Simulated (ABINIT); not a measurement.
ABINIT is run on RbNiCl3 (P6_3/mmc, 10 atoms in the cell), and the run fails. The aim is a self-consistent single point with DFT, PBEsol, plane waves, PAW (JTH v2.0 PBE PAW, files made for PBE).

Cell that was meant: a = 6.9550 Å, b = 6.9550 Å, c = 5.9060 Å, α = 90.00°, β = 90.00°, γ = 120.00°.

Part of the input:

```
         0.0000000000    0.0000000000    0.0000000000
         0.0000000000    0.0000000000    0.5000000000
ecut 30
ixc -116133
nsppol 2
spinat
      0 0 0
```

Log, with long lists cut:

```
  1.00  1.00  1.00  1.00  1.00  1.00  1.00  1.00  1.00  1.00  1.00  1.00
  1.00  1.00  1.00  1.00  1.00  1.00  1.00  1.00  1.00  1.00  1.00  1.00
  0.00  0.00  0.00  0.00  0.00  0.00  0.00  0.00  0.00  0.00  0.00  0.00
  0.00  0.00  0.00
    spin down values:
  1.00  1.00  1.00  1.00  1.00  1.00  1.00  1.00  1.00  1.00  1.00  1.00
   [... lines left out ...]
  1.00  1.00  1.00  1.00  1.00  1.00  1.00  1.00  1.00  1.00  1.00  1.00
  1.00  1.00  1.00  1.00  1.00  1.00  1.00  1.00  1.00  1.00  1.00  1.00
  0.00  0.00  0.00  0.00  0.00  0.00  0.00  0.00  0.00  0.00  0.00  0.00
  0.00  0.00  0.00
 LMac pawujat is:            0
 mpi_setup: With nkpt_me=2 and mkmem  = 2, ground state wf handled in core.
 mpi_setup: With nkpt_me=2 and mkqmem = 2, ground state wf handled in core.
 mpi_setup: With nkpt_me=2 and mk1mem = 2, ground state wf handled in core.
getng is called for the coarse grid:
 For input ecut=  3.000000E+01 best grid ngfft=      72      72      60
       max ecut=  3.565559E+01

 ==== FFT mesh ====
  FFT mesh divisions ........................    72   72   60
  Augmented FFT divisions ...................    73   73   60
  FFT algorithm .............................   312
  FFT cache size ............................    16
 getmpw: optimal value of mpw= 13095
getng is called for the fine grid:
 Using supplied coarse mesh as initial guess.
 For input ecut= -1.000000E+00 best grid ngfft=      72      72      60
       max ecut=  3.565559E+01

 ==== FFT mesh ====
  FFT mesh divisions ........................    72   72   60
  Augmented FFT divisions ...................    73   73   60
  FFT algorithm .............................   312
  FFT cache size ............................    16
 Symmetries : space group P6_3/m m c (#194); Bravais hP (primitive hexag.)

 getdim_nloc: deduce lmnmax  =  18, lnmax  =   6,
                      lmnmaxso=  18, lnmaxso=   6.

--- !ERROR
src_file: m_memeval.F90
src_line: 2443
mpi_rank: 0
message: |
    The value of (paw)ecutdg is zero or negative, which is forbidden.
...

 abinit_abort: decision taken to exit. Check above messages for more info
Abort(13) on node 0 (rank 0 in comm 0): application called MPI_Abort(MPI_COMM_WORLD, 13) - process 0

--- !ERROR
src_file: m_memeval.F90
src_line: 2443
mpi_rank: 0
message: |
    The value of (paw)ecutdg is zero or negative, which is forbidden.
...
```

### Question
Read the log: what does the program object to, and what is the fix?

### Answer
The fault is no cutoff for the fine PAW grid. PAW runs need a second, finer grid for the compensation charges. To fix it, give the fine-grid cutoff. The program stopped before any SCF iteration.

An input that runs soundly differs in these lines (not the only fix; some lines may just follow from the change or write a value another way):
```diff
+pawecutdg 60
```

With that input, the run converged in 26 iterations: free energy E − TS -13095.29 eV; pressure -2.46 GPa; largest force (vector length) 0.236 eV/Å; size of the cell's spin moment 3.99 μB; site moments (μB, in the program's spheres or projections) Rb 0.00, Rb 0.00, Cl 0.13, Cl 0.13, Cl 0.13, Cl 0.13, Cl 0.13, Cl 0.13, Ni 1.42, Ni 1.42 (DFT, PBEsol, plane waves, PAW (JTH v2.0 PBE PAW, files made for PBE)).

On the sound input: the starting cell comes from a database of published, mostly measured structures (it also holds non-ambient and calculated ones), without a prior relaxation at this level. The magnetic order is the one reached from the typed start; others were not searched systematically. The potentials were made for another functional than the one used.

These are the values that this program gave, and no reference: the one-centre exchange-correlation terms come from a truncated expansion.
